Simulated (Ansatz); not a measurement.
The reference is YN in the rock salt structure (space group Fm-3m, No. 225; a = 4.856 Å). Axes: x, y, z lie along the cube axes.

Computed with Ansatz (a first-principles code) PBEsol, without spin-orbit coupling.

Before the change:

The pressure comes out as 0.0 GPa. The volume per atom is 14.31 Å³ and the band gap is 0.08 eV.

One thing is altered: compressive biaxial strain of 3.07 % in the plane normal to [001], as in epitaxy on a mismatched substrate; the out-of-plane cell vector and the atoms relax.

### Question
How does this affect the pressure, energy relative to the base, volume per atom and band gap?

### Answer
The pressure (mean of the normal stresses, compression positive) goes from zero to 9.8 GPa; the energy rises by 37 meV/atom; the volume per atom falls by 0.657 Å³ (14.31 Å³ → 13.66 Å³); the band gap goes from 0.08 eV to zero.

A case with no gap was solved on a k-mesh chosen for an insulator, which is coarse for it. Stability against distortions was not tested. The final runs are not spin-polarised. A zero or small gap of YN can be the functional's error rather than a property of the material.
